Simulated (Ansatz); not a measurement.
Consider HfPbO$_{3}$ in the cubic perovskite structure (space group Pm-3m, No. 221; a = 4.119 Å; a cell from a computed database, its experimental status unchecked). Axes: x, y, z lie along the cube axes.

One thing is altered: compressive biaxial strain of 3.60 % in the plane normal to [001], as in epitaxy on a mismatched substrate; the out-of-plane cell vector and the atoms relax.

Levels (all Ansatz, an electronic-structure program, PAW): PBEsol (420 eV, without spin-orbit coupling); PBEsol+SOC (420 eV, noncollinear with spin-orbit coupling).

The geometry is relaxed with PBEsol.

* **PBEsol band gap**: 2.15 eV
* **PBEsol gap character**: direct at X
* **PBEsol width of the top valence band**: 0.96 eV

With PBEsol+SOC at the same geometry, the band gap shrinks by 0.35 eV (2.15 eV → 1.80 eV); the gap character remains direct at X; the width of the top valence band rises by 0.024 eV, from 0.96 eV to 0.99 eV.

Single points use the geometry relaxed with PBEsol. Differences between runs with and without spin-orbit coupling are approximate. With Hf and Pb present, leaving out spin-orbit coupling can change the band edges. No phonon test of stability was made. Many cubic perovskites are stable only at high temperature; tilts and polar distortions were not tested. k-point labels follow each cell's own Brillouin zone.
